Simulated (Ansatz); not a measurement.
# Fermi-surface data of Cu3Al (Pm-3m)

Consider the following.

```
AlCu3
1.0
    3.63149     0.00000     0.00000
    0.00000     3.63149     0.00000
    0.00000     0.00000     3.63149
Al Cu
1 3
Direct
  0.00000   0.00000   0.00000
  0.50000   0.50000   0.00000
  0.00000   0.50000   0.50000
  0.50000   0.00000   0.50000
```

Level of theory: PBEsol, rigid bands (plane waves, PAW, scalar-relativistic; Ansatz, a quantum-chemistry and plane-wave program). Geometry: cell and atoms relaxed with PBEsol.

The density of states at the Fermi level is 1.19 states/(eV·cell), both spins and the bare Sommerfeld coefficient comes out as 0.70 mJ/(mol of atoms·K²). The drude plasma energy comes out as 8.9 eV, the root-mean-square Fermi velocity is 1.1e6 m/s and the resistivity times τ comes out as 6.2 ×10⁻²² Ω·m·s.

A metal at this level (no band gap); rigid bands, thermally averaged at 300 K, both spins. Spin-orbit coupling is left out. τ is one relaxation time for all states.

Computed structure, not matched to a measured one here, so possibly hypothetical: Cu3Al (Pm-3m).
